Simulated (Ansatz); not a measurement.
Input:

End structure of a constructed model of the (111)B surface of zinc-blende CdTe (in the relaxation 3 O–Te bonds formed; 1 Cd–Te bonds broke), Te-terminated, 2x2 O adatom at H3 (bottom of the slab: 2 H on 4 bottom sites):

```yaml
crystal:
  lattice:
    - [9.36209, 0.00000, 0.00000]
    - [-4.68105, 8.10781, 0.00000]
    - [0.00000, 0.00000, 31.50000]
  atoms:
    - { symbol: Cd, position: [0.34751, 0.15249, 0.30317] }
    - { symbol: Cd, position: [0.83086, 0.16898, 0.34015] }
    - { symbol: Cd, position: [0.33102, 0.66914, 0.34015] }
    - { symbol: Cd, position: [0.84765, 0.65235, 0.30315] }
    - { symbol: Te, position: [0.17608, 0.32392, 0.34722] }
    - { symbol: Te, position: [0.66075, 0.33912, 0.34781] }
    - { symbol: Te, position: [0.16088, 0.83925, 0.34781] }
    - { symbol: Te, position: [0.67621, 0.82379, 0.34721] }
    - { symbol: Cd, position: [0.16667, 0.33333, 0.43870] }
    - { symbol: Cd, position: [0.66667, 0.33333, 0.43870] }
    - { symbol: Cd, position: [0.16667, 0.83333, 0.43870] }
    - { symbol: Cd, position: [0.66667, 0.83333, 0.43870] }
    - { symbol: Te, position: [0.00000, 0.00000, 0.46903] }
    - { symbol: Te, position: [0.50000, 0.00000, 0.46903] }
    - { symbol: Te, position: [0.00000, 0.50000, 0.46903] }
    - { symbol: Te, position: [0.50000, 0.50000, 0.46903] }
    - { symbol: Cd, position: [0.99494, 0.99738, 0.56001] }
    - { symbol: Cd, position: [0.50157, 0.99843, 0.55926] }
    - { symbol: Cd, position: [0.00070, 0.49930, 0.56080] }
    - { symbol: Cd, position: [0.50262, 0.50506, 0.56001] }
    - { symbol: Te, position: [0.33380, 0.16620, 0.58887] }
    - { symbol: Te, position: [0.83217, 0.16644, 0.59126] }
    - { symbol: Te, position: [0.33356, 0.66783, 0.59126] }
    - { symbol: Te, position: [0.83293, 0.66707, 0.59060] }
    - { symbol: Cd, position: [0.39448, 0.10552, 0.67350] }
    - { symbol: Cd, position: [0.81862, 0.14731, 0.68242] }
    - { symbol: Cd, position: [0.35269, 0.68138, 0.68242] }
    - { symbol: Cd, position: [0.81014, 0.68986, 0.68037] }
    - { symbol: Te, position: [0.09512, 0.40488, 0.72574] }
    - { symbol: Te, position: [0.68175, 0.35563, 0.72034] }
    - { symbol: Te, position: [0.14437, 0.81825, 0.72034] }
    - { symbol: Te, position: [0.65905, 0.84095, 0.72294] }
    - { symbol: H, position: [0.33361, 0.16639, 0.24939] }
    - { symbol: H, position: [0.83390, 0.66610, 0.24936] }
    - { symbol: O, position: [0.96875, 0.53125, 0.71304] }
```

Model: 35-atom slab, 15.1 Å thick at the start with caps and adatoms, 3x3x1 mesh, Fermi-Dirac 0.025 eV, dipole correction, 8 atoms held, the rest relaxed; start symmetry kept, larger cells not searched; no spin, no spin-orbit, no U. In PBE it lies 0.08 eV a 1x1 cell over the lowest computed structure of the same composition (2x2 O adatom at T4).

What is the computed gap of the slab on its k-mesh (PBE (Ansatz, an electronic-structure program))?

0.55 eV

Estimate the highest filled level below the top vacuum level that PBE returns for this input.

5.71 eV
